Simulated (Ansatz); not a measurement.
Abridged Ansatz (an electronic-structure program) output:

```
Pseudopotential: Rh, paw, valence charge 17
Pseudopotential: O, paw, valence charge 6
Crystal: 10 atoms, lattice volume = 104.144 Å³
Basis set: ecut = 420 eV, 2079 PW (Γ), exchange–correlation on 80×80×80 points (8 copies of the dense FFT grid, shifted against one another)
Bands: 62, of which v1, the nominal top of the filled ones, is band 52 counted from 1 (51 counted from 0)
Symmetry: 12 space group operations
k-points: 65 of 512
Functional: x = pbesol(κ = 0.804, μ = 0.12345679012345678), c = pbesol(β = 0.046)
SCF iter   1: F=—  HF=-28712.184071 eV  |F-HF|=—  |Δ(HF+E_count)|=         —  Δρ=2.01e-2  dr2=2.67e-1  ethr=1.77e-3  ⟨swp⟩=6.1  Hψ=14296  notcnv=0  defer=3
SCF iter   2: F=—  HF=-28712.118309 eV  |F-HF|=—  |Δ(HF+E_count)|=   6.58e-2  Δρ=7.39e-3  dr2=3.69e-2  ethr=2.57e-4  ⟨swp⟩=2.0  Hψ=6824  notcnv=0  defer=112
SCF 1 converged in 10 iterations: F = -28712.109451 eV  dr2 = 2.02e-10
SCF converged after 10 iterations
Free energy (F): -28712.109451 eV
Internal energy: -28712.109323 eV  (E = F + TS)
E sigma→0 (E₀):  -28712.109387 eV
Entropy (-TS):   -0.000128 eV (-0.013 meV/atom)
Fermi energy:    15.146316 eV
--- Forces (eV/Å), atoms counted from 1 ---
  atom   1  Rh     0.00000000    -0.00000000     0.00020902
  atom   2  Rh    -0.00000000     0.00000000    -0.00020902
  atom   3  Rh     0.00000000     0.00000000    -0.00020902
  atom   4  Rh    -0.00000000    -0.00000000     0.00020902
  atom   5  O      0.00009905     0.00000000     0.00000000
  atom   6  O     -0.00009905     0.00000000    -0.00000000
  atom   7  O     -0.00004953     0.00008578    -0.00000000
  atom   8  O      0.00004953    -0.00008578     0.00000000
  atom   9  O     -0.00004953    -0.00008578     0.00000000
  atom  10  O      0.00004953     0.00008578    -0.00000000
--- Stress (GPa, compression-positive) ---
       -0.003249       0.000000      -0.000000
        0.000000      -0.003249      -0.000000
        0.000000       0.000000      -0.005714
  P = ⅓ Tr σ = -0.0041 GPa (-0.041 kbar)
```

Task: What was computed, and what are the main results?

Result: Rh2O3, 10 atoms in the cell, with Kohn–Sham DFT with the PBEsol functional, run in Ansatz with PAW and 420 eV plane waves, no spin-orbit coupling. The last SCF converged to F = -28712.109451 eV, or -2871.2109 eV per atom, at a pressure of 0.00 GPa. The total energy compares only with runs of the same code, potentials and settings.

Whether these cells are dynamically stable was not tested. The cell is Rh₂O₃ in the corundum structure (space group R-3c, No. 167).
